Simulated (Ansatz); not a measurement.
Sn (model structure, started from the C6 type, Im-3m, No. 229, 6 atoms in the cell), treated with r²SCAN (Ansatz, a first-principles code, plane waves, PAW).

Numerical settings: plane-wave cutoff 560 eV, 12×12×12 k mesh, Fermi–Dirac smearing 0.05 eV, scalar-relativistic PAW data made under PBE.

Cell (relaxed at this level):

```yaml
crystal:
  lattice:
    - [-4.04995, 4.04995, 4.04995]
    - [4.04995, -4.04995, 4.04995]
    - [4.04995, 4.04995, -4.04995]
  atoms:
    - { symbol: Sn, position: [0.50000, 0.75000, 0.25000] }
    - { symbol: Sn, position: [0.25000, 0.50000, 0.75000] }
    - { symbol: Sn, position: [0.75000, 0.50000, 0.25000] }
    - { symbol: Sn, position: [0.50000, 0.25000, 0.75000] }
    - { symbol: Sn, position: [0.25000, 0.75000, 0.50000] }
    - { symbol: Sn, position: [0.75000, 0.25000, 0.50000] }
```

**Question.** Estimate the bulk modulus that the calculation returns.

**Answer.** 
- bulk modulus = 32.6 GPa

The run finds no gap.

Note: the bulk modulus is −V dP/dV from two relaxed cells at ±2 % in volume; the relaxation could raise the start's symmetry but not lower it, so the cell can be a saddle point.

Spin–orbit coupling is not included.

Static lattice: no zero-point or thermal effects.

It cost around 10 core-minutes (rough) of CPU time.

A model structure was made by putting elements into a prototype or built by hand; it is no filed structure, need not be a known phase, and can be a saddle point held by its symmetry.
